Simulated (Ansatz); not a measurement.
# Co on the 1x1 (101) surface of tetragonal HfO2 (a metastable polymorph) (cut with top plane O), one in a 2x1 cell, started at the site 'hollow Hf'

Host crystal: tetragonal HfO2, with a band gap (PBE, scalar-relativistic without spin-orbit coupling).

Method: PBE (plane waves to 420 eV, PAW; Ansatz, a program for electronic structure).

Slab: 37 atoms, 7.6 Å thick at the start under the adsorbate (thin: gaps and levels are the slab's own); k 3x3x1, smearing 0.01 eV, dipole-corrected; 16 atoms held, the rest relaxed; no symmetry held; spin-polarised, ending with about 3.0 μB a cell; orders that need a larger cell were not tried, no spin-orbit, no U, no dispersion correction. At the end it is bonded to 2 Hf + O. In PBE it is, or lies within 0.03 eV of, the lowest of the starts that converged.

The energy of the end state, in which the adsorbate broke or entered a bond of the host, against an atom of hcp Co, ferromagnetic is 3.30 eV. The change of the step from the bottom to the top vacuum level, against the clean slab is -0.026 eV, the energy released by relaxation comes out as 1.23 eV and the height of the binding atom over the mean of the host atoms within 0.3 Å of the top one comes out as 2.162 bohr. The magnetic moment of the cell comes out as 3.00 μB. The largest move of a host atom is 0.63 Å and the note is in the relaxation the adsorbate left its starting site by 2.0 Å.

A negative adsorption energy means that the adsorbate is more stable on the surface than in its reference.
